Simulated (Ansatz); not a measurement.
Levels about the gap of amorphous silicon oxynitride (Si24O36N8) (68 atoms in a cell of 954 Å³, 2.37 g/cm³; zone centre alone, so wide bands show as single levels with stretches between that a denser mesh fills), at the geometry that PBE relaxed, where it gives 0.0 GPa on a denser mesh. The participation number counts the atoms over which a state spreads; weights are charges in smoothed Voronoi cells. The levels come from a single point, so bond lengths are those of that geometry. Method of the levels: PBE, scalar-relativistic without spin-orbit coupling (Ansatz, a quantum-chemistry and plane-wave program). Sampling: the zone centre alone; Fermi-Dirac width 0.02 eV; no spin polarisation.

Preparation: random packing, a CHGNet melt and quench, and a DFT relaxation. O and N atoms were pushed apart under 1.9 Å during the dynamics, to hinder bonds among them. The hot cell started wider than the set density and was brought back towards it in steps. It is the lowest in DFT energy of 2 quenches. It is a model cell: composition and starting density were chosen by hand, and all elements were melted together. No dispersion term was used. Its density started from a set value of 2.36 and ended at 2.37 g/cm³. The simulated quench (nominally 300 K/ps over its main leg) is rapid and tends to freeze in more defects than a deposited or slowly cooled glass has. One small periodic cell is one sample of the glass; other quenches scatter about these values. The volume was free in the relaxation, at fixed shape. Stress components on the final sampling reach 2.9 GPa.

| E - E(highest filled), eV | filling | participation number | largest on | weight O | weight N | weight Si |
|---|---|---|---|---|---|---|
| -0.72 | filled | 13.4 | N, 3 neighbours | 0.57 | 0.37 | 0.06 |
| -0.67 | filled | 18.5 | O, 2 neighbours | 0.63 | 0.31 | 0.06 |
| -0.48 | filled | 9.2 | N, 3 neighbours | 0.40 | 0.52 | 0.08 |
| -0.33 | filled | 8.2 | N, 3 neighbours | 0.33 | 0.58 | 0.08 |
| -0.22 | filled | 11.4 | N, 3 neighbours | 0.34 | 0.59 | 0.08 |
| -0.09 | filled | 15.7 | N, 3 neighbours | 0.36 | 0.57 | 0.07 |
| 0.00 | filled | 11.8 | N, 3 neighbours | 0.32 | 0.61 | 0.07 |
| 4.15 | empty | 59.1 | Si, 4 neighbours | 0.55 | 0.11 | 0.34 |
| 5.56 | empty | 9.3 | Si, 4 neighbours | 0.45 | 0.06 | 0.49 |
| 5.62 | empty | 18.1 | Si, 4 neighbours | 0.41 | 0.12 | 0.47 |
| 5.66 | empty | 36.0 | Si, 4 neighbours | 0.38 | 0.17 | 0.46 |
| 5.81 | empty | 37.4 | Si, 4 neighbours | 0.39 | 0.15 | 0.46 |
| 5.89 | empty | 35.3 | Si, 4 neighbours | 0.35 | 0.14 | 0.50 |
| 6.06 | empty | 41.4 | Si, 4 neighbours | 0.39 | 0.15 | 0.46 |

Most localised among these is the filled level at -0.33 eV, on a N atom, which has 3 neighbours (Si 1.71 Å, Si 1.73 Å, Si 1.74 Å).
